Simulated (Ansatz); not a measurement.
Start from SrO in the rock salt structure (space group Fm-3m, No. 225; a = 5.195 Å).

Structures relaxed with PBE, PAW, 420 eV (Ansatz, a first-principles code; spin-orbit coupling left out).

Base:

Simulated powder pattern, Cu Kα1, λ = 1.54056 Å (kinematic, ideal powder, no thermal factors, no anomalous dispersion; the 10 strongest lines at most, above 2 %, up to 2θ = 90°):

```json
[
 {"2θ (°)": "29.76", "I/Imax (%)": "90", "hkl": "(111)"},
 {"2θ (°)": "34.50", "I/Imax (%)": "100", "hkl": "(200)"},
 {"2θ (°)": "49.59", "I/Imax (%)": "68", "hkl": "(220)"},
 {"2θ (°)": "58.91", "I/Imax (%)": "42", "hkl": "(311)"},
 {"2θ (°)": "61.81", "I/Imax (%)": "22", "hkl": "(222)"},
 {"2θ (°)": "72.76", "I/Imax (%)": "10", "hkl": "(400)"},
 {"2θ (°)": "80.53", "I/Imax (%)": "18", "hkl": "(331)"},
 {"2θ (°)": "83.07", "I/Imax (%)": "28", "hkl": "(420)"}
]
```

After one change:

Simulated powder pattern, Cu Kα1, λ = 1.54056 Å (kinematic, ideal powder, no thermal factors, no anomalous dispersion; the 10 strongest lines at most, above 2 %, up to 2θ = 90°):

```csv
2θ (°),I/Imax (%)
30.23,90
35.04,100
50.40,67
59.90,42
62.86,22
74.05,10.0
82.02,18
84.63,28
```

**Question.** Which change produced these results?
A) isotropic strain −2.00 %
B) isotropic strain +1.50 %
C) isotropic strain −1.00 %
D) isotropic strain −1.50 %

**Answer.** D, isotropic strain −1.50 %. Its volume per atom is 16.75 Å³ against 17.52 Å³, and its space group is Fm-3m (No. 225).

No phonon test of stability was made.
